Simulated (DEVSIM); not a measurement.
Structure: abrupt CdTe p-n junction, at 400 K.

| layer (left to right) | material | thickness (μm) | Nd (cm⁻³) | Na (cm⁻³) | τn (s) | τp (s) |
|---|---|---|---|---|---|---|
| 1 | CdTe | 0.820 | - | 1.5e16 | 7.2e-8 | 7.2e-8 |
| 2 | CdTe | 3.30 | 4.4e16 | - | 7.2e-8 | 7.2e-8 |

Left contact: ohmic. Right contact: ohmic. Voltage is applied to the left contact. Recombination: SRH at mid-gap, radiative, Auger. Mobility is constant in doping.

The device is made up for the run: typed textbook-type constants, with dimensions and the other settings drawn at random. Values at 300 K; Nc and Nv go as T^1.5, mobilities as T to minus their exponent, the gap by Varshni's rule with the affinity fixed.

```
parameter            CdTe
----------------  -------
gap (eV)              1.5
affinity (eV)        4.28
permittivity         10.2
Nc (cm⁻³)            8e17
Nv (cm⁻³)          1.8e19
μn (cm²/Vs)          1000
μp (cm²/Vs)            80
T exponent of μn      1.7
T exponent of μp      1.5
B (cm³/s)           1e-10
Cn (cm⁶/s)          1e-30
Cp (cm⁶/s)          1e-30
Varshni α (eV/K)  0.00031
Varshni β (K)         108
```

Simulated with DEVSIM: 1D drift-diffusion, Boltzmann statistics, complete ionisation; no tunnelling, impact ionisation, image-force lowering or self-heating.

Q: Tabulate band edges, carrier densities and field at 1.1 V on the left contact.

A: Energies count from the Fermi level of the right contact; mesh points crowd at the junctions.

| x (μm) | Ec (eV) | Ev (eV) | n (cm⁻³) | p (cm⁻³) | field (V/cm) |
|---|---|---|---|---|---|
| 0.000 | 0.111 | -1.359 | 670 | 1.5e16 | 390 |
| 0.02167 | 0.112 | -1.358 | 3.2e14 | 1.5e16 | 380 |
| 0.05844 | 0.114 | -1.357 | 8.3e14 | 1.6e16 | 370 |
| 0.1297 | 0.116 | -1.355 | 1.8e15 | 1.7e16 | 330 |
| 0.3220 | 0.122 | -1.349 | 4.1e15 | 1.9e16 | 260 |
| 0.5372 | 0.127 | -1.344 | 6.5e15 | 2.2e16 | 220 |
| 0.6787 | 0.130 | -1.341 | 8.0e15 | 2.3e16 | 150 |
| 0.7710 | 0.127 | -1.344 | 1.0e16 | 2.1e16 | -1600 |
| 0.8052 | 0.115 | -1.356 | 1.5e16 | 1.4e16 | -6900 |
| 0.8231 | 0.097 | -1.374 | 2.6e16 | 8.7e15 | -10000 |
| 0.8479 | 0.082 | -1.389 | 4.0e16 | 5.5e15 | -3100 |
| 0.9174 | 0.076 | -1.394 | 4.8e16 | 4.5e15 | 24 |
| 1.018 | 0.077 | -1.393 | 4.8e16 | 4.4e15 | 110 |
| 1.219 | 0.080 | -1.391 | 4.8e16 | 4.1e15 | 110 |
| 1.781 | 0.086 | -1.385 | 4.7e16 | 3.4e15 | 120 |
| 2.599 | 0.096 | -1.375 | 4.6e16 | 2.4e15 | 120 |
| 3.299 | 0.104 | -1.366 | 4.5e16 | 1.4e15 | 120 |
| 3.700 | 0.109 | -1.361 | 4.5e16 | 7.7e14 | 130 |
| 3.954 | 0.113 | -1.358 | 4.4e16 | 3.2e14 | 130 |
| 4.040 | 0.114 | -1.357 | 4.4e16 | 1.6e14 | 130 |
| 4.090 | 0.114 | -1.356 | 4.4e16 | 6.0e13 | 130 |
| 4.120 | 0.115 | -1.356 | 4.4e16 | 230 | 130 |
